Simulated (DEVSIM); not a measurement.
## GaAs p-n junction from an implanted or diffused profile

System: GaAs p-n junction from an implanted or diffused profile, at 300 K.

| layer (left to right) | material | thickness (μm) | Nd (cm⁻³) | τn (s) | τp (s) |
|---|---|---|---|---|---|
| 1 | GaAs | 5.70 | 3e15 | 3e-9 | 3e-9 |

Added acceptor profile: 6.8e17 cm⁻³ × exp(−(x − 0.047 μm)²/(2·(0.11 μm)²)). Left contact: ohmic. Right contact: ohmic. Voltage is applied to the left contact. Recombination: SRH at mid-gap, radiative, Auger. Mobility is μmin + (μ − μmin)/(1 + (N/Nref)^α).

The device is made up for the run: typed textbook-type constants, with dimensions and the other settings drawn at random. Values at 300 K.

```
parameter        GaAs
-------------  ------
gap (eV)        1.424
affinity (eV)    4.07
permittivity     12.9
Nc (cm⁻³)      4.7e17
Nv (cm⁻³)        9e18
μn (cm²/Vs)      8500
μp (cm²/Vs)       400
μn,min            500
μp,min             20
Nref,n           6e16
Nref,p         1.5e17
αn               0.39
αp               0.38
B (cm³/s)       2e-10
Cn (cm⁶/s)      1e-30
Cp (cm⁶/s)      1e-30
```

Simulated with DEVSIM: 1D drift-diffusion, Boltzmann statistics, complete ionisation; no tunnelling, impact ionisation, image-force lowering or self-heating.

Potential step across the device at zero bias: 1.224 V
Dark forward voltage at 1 A/cm²: 0.990 V
Dark forward voltage at 100 A/cm²: 1.139 V

Dark forward current:

```
V (V)  J (A/cm²)
-----  ---------
0.05     4.4e-10
0.10      1.5e-9
0.15      4.5e-9
0.20      1.2e-8
0.25      3.4e-8
0.30      9.2e-8
0.35      2.5e-7
0.40      6.9e-7
0.45      1.9e-6
0.50      5.2e-6
0.55      1.4e-5
0.60      4.0e-5
0.65     0.00011
0.70     0.00033
0.75      0.0010
0.80      0.0033
0.85       0.012
0.90       0.051
0.95        0.26
1.00         1.4
1.05         7.7
1.10          35
1.15         130
1.20         420
1.25        1100
1.30        2200
```

Dark reverse current:

```tsv
V (V)	J (A/cm²)
-0.40	-1.1e-9
-1.00	-2.2e-9
-2.00	-3.7e-9
-3.00	-4.9e-9
-4.00	-5.9e-9
-6.00	-7.7e-9
-8.00	-9.2e-9
-10.00	-1.1e-8
-13.00	-1.2e-8
-16.00	-1.4e-8
-20.00	-1.6e-8
```
